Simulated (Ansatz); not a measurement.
# zincblende ZnSe (F-43m): a fit under hydrostatic pressure (both signs)

Cell and atoms relaxed with r2SCAN to each stress σ (compression positive); gaps by r2SCAN with spin-orbit coupling, rigid bands (plane waves, PAW; Ansatz, a quantum-chemistry and plane-wave program). Unloaded cell: a = b = c = 4.006 Å, α = β = γ = 60.00°.

| σ (GPa) | ln(V/V₀) (%) | gap (eV) |
|---|---|---|
| 0 | 0 | 1.750 |
| -2.00 | 3.29 | 1.609 |
| 2.00 | -2.86 | 1.872 |
| 10.00 | -11.79 | 2.273 |

Fit E_g = 1.750 eV + aσ + bσ² and ε = cσ + dσ² to the loaded rows by least squares.

a = 0.0661 eV/GPa, b = -0.00139 eV/GPa²; c = -1.54 %/GPa, d = 0.0366 %/GPa².

One run was withheld, at σ = 5.00 GPa. Predict its gap and its ln(V/V₀), then set them beside the run.

E_g = 1.750 + (0.0661)(5.00) + (-0.00139)(5.00)² = 2.046 eV and ε = (-1.54)(5.00) + (0.0366)(5.00)² = -6.79 %. The run gave 2.039 eV and -6.61 %, misses of 0.007 eV and 0.17 percentage points.

Gaps are resolved to about 0.01 eV; third decimals are kept for the arithmetic. Every relaxation keeps the zincblende phase (space group F-43m under this load), so a transition, a distortion that breaks the symmetry or fracture can't show.
